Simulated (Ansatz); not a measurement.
Density of states of CsH (Fm-3m) above the conduction band minimum, PBEsol, rigid bands run with Ansatz (a first-principles code); cell volume 61.2 Å³.

```
energy from edge (eV)  10⁻³ states/eV/cell
---------------------  -------------------
0.006                                 39.4
0.031                                 89.9
0.056                                  122
0.081                                  149
0.106                                  174
0.131                                  196
0.156                                  219
0.181                                  240
0.206                                  260
0.231                                  280
0.256                                  302
0.281                                  320
0.319                                  351
0.344                                  372
0.369                                  391
0.394                                  410
0.419                                  429
0.444                                  451
0.469                                  471
0.494                                  494
0.519                                  513
0.544                                  536
0.569                                  556
0.594                                  582
```

Problem. What effective density of states at 300 K does this give (∫ g(E) exp(−E/k_BT) dE, both spins, divided by the cell's size)?

Solution. 3.1e19 cm⁻³, a density-of-states mass of 1.16 mₑ, valleys and band degeneracy included.

Spin-orbit coupling is left out. Geometry: cell and atoms relaxed with PBEsol.

Formula and space group known from diffraction (Crystallography Open Database), not checked to be the room-temperature form: CsH (Fm-3m).
